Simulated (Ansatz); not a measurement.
Results of r²SCAN in Ansatz (plane waves, PAW) for GePt (model structure, started from the CsCl type, Pm-3m, No. 221, 2 atoms in the cell).

The input as run:

Ansatz 0.2 input:
```yaml
crystal:
  lattice:
    - [3.1372002082, 0.0, 0.0]
    - [0.0, 3.1372002082, 0.0]
    - [0.0, 0.0, 3.1372002082]
  atoms:
    - { symbol: Pt, position: [0.0, 0.0, 0.0] }
    - { symbol: Ge, position: [0.5, 0.5, 0.5] }
basis:
  ecutwfc: 560
  ecutrho_ratio: 4
  xc_grid: 3
kpoints:
  mp_grid: { grid: [18, 18, 18] }
hamiltonian:
  xc: r2scan
  dispersion: none
  pseudopotentials: { kind: paw }
scf:
  occupations: { method: fermi_dirac, width: 0.05 }
output:
  forces: true
  stress: true
  eigenvalues: true
relax:
  f_tol: 0.004
  escape_saddle: false
  max_steps: 80
```

The run printed, among other lines:

```
WARN output.stress: scf.convergence.dr2_threshold = 1e-7 eV (the SCF's general default) is looser than the 2e-10 eV advised for a printed stress (1e-10 eV for …
Relaxation: its limit of steps is 80 (relax.max_steps)
Crystal: 2 atoms, lattice volume = 30.876 Å³
Basis set: ecut = 560 eV, 925 PW (Γ), exchange–correlation on 75×75×75 points (27 copies of the dense FFT grid, shifted against one another)
Bands: 20, of which v1, the nominal top of the filled ones, is band 16 counted from 1 (15 counted from 0)
Symmetry: 48 space group operations
Space group: Pm-3m (ITA 221), of the structure as read, at distance tolerance 3.1e-5 Å
k-points: 220 of 5832
Functional: x = r2scan, c = r2scan; τ floored in thin density (d = 2e-4 eV/Å³)
SCF iter   1: F=—  HF=-16839.721506 eV  |F-HF|=—  |Δ(HF+E_count)|=         —  Δρ=1.08e-2  dr2=2.82e-2  dr2_τ=1.11e-2
SCF iter   2: F=—  HF=-16839.734287 eV  |F-HF|=—  |Δ(HF+E_count)|=   1.28e-2  Δρ=4.36e-3  dr2=3.30e-3  dr2_τ=7.97e-4
  ...
SCF 1 converged in 8 iterations: F = -16839.734955 eV  dr2 = 3.93e-10
relax step   1: F+E_penalty+E_count = -16839.73495538 eV  Δ(F+E_penalty+E_count) = +0.000e0 eV  max|allowed force component| = 1.486e-29 eV/Å  Δτ_max = 0.0000 Å  (8 SCF iters, accepted)
Crystal: 2 atoms, lattice volume = 30.876 Å³
Initial density: handed on by an earlier stage of this run
SCF iter   1: F=—  HF=-16839.734955 eV  |F-HF|=—  |Δ(HF+E_count)|=         —  Δρ=1.10e-6  dr2=3.94e-10  dr2_τ=3.10e-11
SCF iter   2: F=-16839.734955 eV  HF=-16839.734955 eV  |F-HF|=1.86e-10  |Δ(HF+E_count)|=  1.20e-10  Δρ=8.93e-7  dr2=3.13e-10  dr2_τ=5.67e-11
SCF 2 converged in 2 iterations: F = -16839.734955 eV  dr2 = 3.13e-10
SCF converged after 2 iterations
Free energy (F): -16839.734955 eV
Internal energy: -16839.727308 eV  (E = F + TS)
E sigma→0 (E₀):  -16839.731132 eV
Fermi energy:    18.738697 eV
--- Forces (eV/Å), atoms counted from 1 ---
  atom   1  Pt    -0.00000000     0.00000000     0.00000000
  atom   2  Ge     0.00000000    -0.00000000    -0.00000000
--- Stress (GPa, compression-positive) ---
        3.296839       0.000000       0.000000
        0.000000       3.296839       0.000000
        0.000000       0.000000       3.296839
  P = ⅓ Tr σ = 3.2968 GPa (32.968 kbar)
```

The cell is one volume of an energy–volume scan, off the minimum.

The PAW data were made under PBE.

Note: the relaxation could raise the start's symmetry but not lower it, so the cell can be a saddle point.

It cost very roughly 40 core-seconds of CPU time.

A model structure was made by putting elements into a prototype or built by hand; it is no filed structure, need not be a known phase, and can be a saddle point held by its symmetry.

Ansatz is a program for electronic structure.
